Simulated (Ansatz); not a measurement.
Ansatz (a program for electronic structure) run on MnSi (P2_13, 8 atoms in the cell): self-consistent single point.

Level of theory: PBE, PAW files (plane waves; Ansatz).

```xyz
8
Lattice="4.4843 0.0000 0.0000 0.0000 4.4843 0.0000 0.0000 0.0000 4.4843" Properties=species:S:1:pos:R:3 pbc="T T T"
Mn     1.6302     0.6119     3.8723
Mn     0.6119     3.8723     1.6302
Mn     3.8723     1.6302     0.6119
Mn     2.8540     2.8540     2.8540
Si     2.9337     3.7927     0.6916
Si     3.7927     0.6916     2.9337
Si     0.6916     2.9337     3.7927
Si     1.5506     1.5506     1.5506
```
Moments meant for the start (each program seeds them in its own way; μB, in the order of the atoms Mn Mn Mn Mn Si Si Si Si): 4.0 4.0 4.0 4.0 0.0 0.0 0.0 0.0.

Reference input (self-consistent single point, DFT, PBE, plane waves, PAW files): basis.ecutwfc = 420 eV; kpoints.mp_grid.grid = 8 8 8; hamiltonian.xc = pbe; hamiltonian.pseudopotentials = {kind: paw} (the program's default PAW files); magnetization.spin_polarized = true; scf.occupations.method = gaussian; scf.occupations.width = 0.136 eV. This run's input differs from it in these lines:

Ansatz 0.2 input:
```diff
@@ -24,3 +24,3 @@
 scf:
-  occupations: { method: gaussian, width: 0.136 eV }
+  occupations: { method: gaussian, width: 0.8 eV }
 output:
```

Log, with long lists cut:

```
SCF iter   1: F=—  HF=-18148.401805 eV  |F-HF|=—  |Δ(HF+E_count)|=         —  Δρ=2.63e-1 (↑2.63e-1 ↓1.70e-1)  dr2=8.69e0  dr2_m=3.81e1  M=3.712 μB ∫|m|=4.558 μB  β_m=0.30  ethr=3.10e-3  ⟨swp⟩=6.7  Hψ=21110  notcnv=0
Mixer restart at iter 1: flushing history
all-band conjugate gradients solve this SCF's bands
preconditioner: auto → Kerker (q_TF=auto, 2.652 Å⁻¹)
spin=Collinear: Kerker preconditioning applied to the charge; magnetization (m = ρ↑ − ρ↓) channel mixes plain (no charge-response kernel on spin).
   [... lines left out ...]
SCF iter  13: F=—  HF=-18143.350268 eV  |F-HF|=—  |Δ(HF+E_count)|=   1.33e-8  Δρ=2.46e-6 (↑2.46e-6 ↓1.49e-6)  dr2=1.24e-8  dr2_m=2.40e-10  M=-0.000 μB ∫|m|=0.000 μB  β_m=0.96  ethr=1.33e-10  ⟨swp⟩=1.4  Hψ=5713  notcnv=0  defer=373
SCF iter  14: F=-18143.350268 eV  HF=-18143.350268 eV  |F-HF|=1.11e-9  |Δ(HF+E_count)|=   1.47e-9  Δρ=7.14e-7 (↑7.14e-7 ↓4.93e-7)  dr2=1.14e-9  dr2_m=1.20e-11  M=-0.000 μB ∫|m|=0.000 μB  ethr=1.64e-11  ⟨swp⟩=8.1  Hψ=19624  notcnv=0
SCF 1 converged in 14 iterations: F = -18143.350268 eV  dr2 = 1.14e-9
WARN: the starting moments were not kept: the SCF closed with an absolute magnetisation of 4.1e-5 μB, where they sum to 16 μB in size (4 sites) …
Magnetization: -0.0000 μB (38.0000 up, 38.0000 down)
   [... lines left out ...]
Absolute magnetization: 0.0000 μB (∫|ρ↑−ρ↓|, with the PAW one-centre terms)
Free energy (F): -18143.350268 eV
Fermi energy:    16.405410 eV
   [... lines left out ...]
  atom   8  Si    -0.06223419    -0.06223419    -0.06223419
--- Stress (GPa, compression-positive) ---
        5.058768       0.000000      -0.000000
        0.000000       5.058768       0.000000
       -0.000000      -0.000000       5.058768
  P = ⅓ Tr σ = 5.0588 GPa (50.588 kbar)
  The stress holds the Pulay correction. Without it, at fixed plane waves, as pw.x and ABINIT print it: P = 4.8258 GPa
```

The run converged in 14 iterations. Against the reference run the free energy goes down by 135 meV/atom, the pressure hardly changes (4.97 to 5.06 GPa), the largest force goes from 0.093 to 0.210 eV/Å and the size of the net moment goes from 0.47 to 0.00 μB/atom.

The starting cell comes from a database of computed structures (which also holds hypothetical and non-ambient phases and stackings), without a prior relaxation at this level. The starting moments vanished: the run ended non-magnetic, which need not be the lowest state. The program warned that a starting moment was not kept. With a pressure of about 5 GPa the cell is away from its equilibrium volume at this level. Ansatz's pressure includes its estimate of the finite-basis (Pulay) stress.

Cost on one core of a shared machine: roughly 40 s.
